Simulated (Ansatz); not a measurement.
The starting structures come from a database of crystals and need not be the phases stable at ambient conditions.

 Where the default PAW files enter, the runs use the earlier of Ansatz's two default sets.

By PBEsol, the system below comes out a metal.

Consider the following.

```xyz
8
Lattice="4.8932 0.0000 0.0000 2.4466 12.6803 0.0000 2.4466 -0.1574 1.4038" Properties=species:S:1:pos:R:3 pbc="T T T"
Al     1.6311     3.1307     0.3509
Al     8.1554     9.3922     1.0528
Cr     3.2621     5.1963     0.5825
Cr     6.5243     7.3267     0.8213
Cr     6.5243    11.4577     1.2844
Cr     3.2621     1.0652     0.1194
C      4.8932     6.2615     0.7019
C      0.0000     0.0000     0.0000
```

Space group of this cell: P6_3/mmc. The cell is taken as given; by PBEsol its mean pressure is -2.9 GPa.

The current flows along the normal of the first two printed cell vectors, the (111) plane of the conventional cell. No spin-orbit coupling; the value is a mean over 0.1 eV about the Fermi level.

Problem. Estimate the ballistic conductance per area that PBEsol (Ansatz, a first-principles code) returns for this system.

Solution. 0.89 × 10¹⁵ S/m² for both spins.
